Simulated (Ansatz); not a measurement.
Take SiO2 in the rutile structure (space group P4_2/mnm, No. 136; a = 4.2359 Å, c = 2.6899 Å) as the base. Axes: x, y, z lie along a, b, c of the conventional cell.

Now apply this change: tensile biaxial strain of 0.98 % in the plane normal to [001], as in epitaxy on a mismatched substrate; the out-of-plane cell vector and the atoms relax.

Levels (all Ansatz, a program for electronic structure, PAW, earlier PAW set): PBE (420 eV, scalar-relativistic without spin-orbit coupling); r2SCAN (500 eV, scalar-relativistic without spin-orbit coupling).

The geometry is relaxed with PBE.

- PBE pressure = -27.7 kbar
- PBE gap character = direct at Γ
- PBE band gap = 4.91 eV

Q: Predict the pressure, gap character and band gap from r2SCAN.

A: The pressure falls by 94.9 kbar (-27.7 kbar → -122.6 kbar); the gap character is still direct at Γ; the band gap grows by 0.93 eV (4.91 eV → 5.84 eV).

Single points use the geometry relaxed with PBE. Their cutoffs differ, which shifts pressures a little. Whether these cells are dynamically stable was not tested.
